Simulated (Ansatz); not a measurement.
Ansatz (a first-principles code) run on TiAl (P4/mmm, 2 atoms in the cell): self-consistent single point.

Method of the run: RPBE, default PAW files made with PBE (plane waves; Ansatz).

```
CELL_PARAMETERS angstrom
      2.74132     0.00000     0.00000
      0.00000     2.74132     0.00000
      0.00000     0.00000     3.96598
ATOMIC_POSITIONS crystal
  Ti 0.50000 0.50000 0.50000
  Al 0.00000 0.00000 0.00000
```

Reference input (self-consistent single point, DFT, PBEsol, plane waves, default PAW files made with PBE): basis.ecutwfc = 30.9 Ry; kpoints.mp_grid.grid = 8 8 6; kpoints.mp_grid.shift = 0.5 0.5 0.5; hamiltonian.xc = pbesol; hamiltonian.pseudopotentials = {kind: paw} (the program's default PAW files); scf.occupations.method = fermi_dirac; scf.occupations.width = 0.01 Ry. This run's input differs from it in these lines:

Ansatz 0.2 input:
```diff
@@ -14,3 +14,3 @@
 hamiltonian:
-  xc: pbesol
+  xc: rpbe
   pseudopotentials: { kind: paw }
```

Output, abridged:

```
SCF iter   1: F=—  HF=-3045.189502 eV  |F-HF|=—  |Δ(HF+E_count)|=         —  Δρ=5.13e-3  dr2=9.77e-3  ethr=1.77e-3  ⟨swp⟩=4.8  Hψ=1811  notcnv=0
all-band conjugate gradients solve this SCF's bands
preconditioner: auto → none
SCF iter   2: F=—  HF=-3045.188614 eV  |F-HF|=—  |Δ(HF+E_count)|=   8.88e-4  Δρ=3.27e-3  dr2=4.94e-3  ethr=6.51e-5  ⟨swp⟩=1.0  Hψ=600  notcnv=0
SCF iter   3: F=—  HF=-3045.187829 eV  |F-HF|=—  |Δ(HF+E_count)|=   7.85e-4  Δρ=2.42e-4  dr2=9.50e-6  ethr=3.30e-5  ⟨swp⟩=2.0  Hψ=427  notcnv=0
SCF iter   4: F=—  HF=-3045.187795 eV  |F-HF|=—  |Δ(HF+E_count)|=   3.45e-5  Δρ=6.62e-5  dr2=8.91e-7  ethr=6.33e-8  ⟨swp⟩=2.4  Hψ=535  notcnv=0
iter 5 did not close the SCF: its close was put off for the readings that it lacked (scf_convergence_deferred on its scf_iter line)
SCF iter   5: F=-3045.187795 eV  HF=-3045.187795 eV  |F-HF|=3.49e-8  |Δ(HF+E_count)|=   1.83e-8  Δρ=1.29e-5  dr2=5.33e-8  ethr=5.94e-9  ⟨swp⟩=2.1  Hψ=493  notcnv=0
SCF iter   6: F=-3045.187795 eV  HF=-3045.187795 eV  |F-HF|=5.97e-10  |Δ(HF+E_count)|=   1.53e-8  Δρ=2.62e-6  dr2=6.51e-10  ethr=3.56e-10  ⟨swp⟩=2.0  Hψ=1258  notcnv=0
SCF 1 converged in 6 iterations: F = -3045.187795 eV  dr2 = 6.51e-10
Free energy (F): -3045.187795 eV
Internal energy: -3045.089734 eV  (E = F + TS)
E sigma→0 (E₀):  -3045.138764 eV
Entropy (-TS):   -0.098061 eV (-49.030 meV/atom)
Fermi energy:    12.295171 eV
--- Forces (eV/Å), atoms counted from 1 ---
  atom   1  Ti    -0.00000000     0.00000000     0.00000000
  atom   2  Al    -0.00000000     0.00000000     0.00000000
--- Stress (GPa, compression-positive) ---
       14.646956       0.000000       0.000000
        0.000000      14.646956       0.000000
        0.000000       0.000000      15.166092
  P = ⅓ Tr σ = 14.8200 GPa (148.200 kbar)
  The stress holds the Pulay correction. Without it, at fixed plane waves, as pw.x and ABINIT print it: P = 14.7659 GPa
```

The run converged in 6 iterations. Against the reference run the pressure goes from 7.87 to 14.82 GPa. The full log also holds: “iter 5 did not close the SCF: its close was put off for the readings that it lacked (scf_convergence_deferred on its scf_iter line)”.

The starting cell comes from a database of computed structures (which also holds hypothetical and non-ambient phases and stackings), without a prior relaxation at this level. Its lattice was rescaled by a random factor within 2.5 % of one. Spin polarisation is off. With a pressure of about 15 GPa the cell is away from its equilibrium volume at this level. Ansatz's pressure includes its estimate of the finite-basis (Pulay) stress.
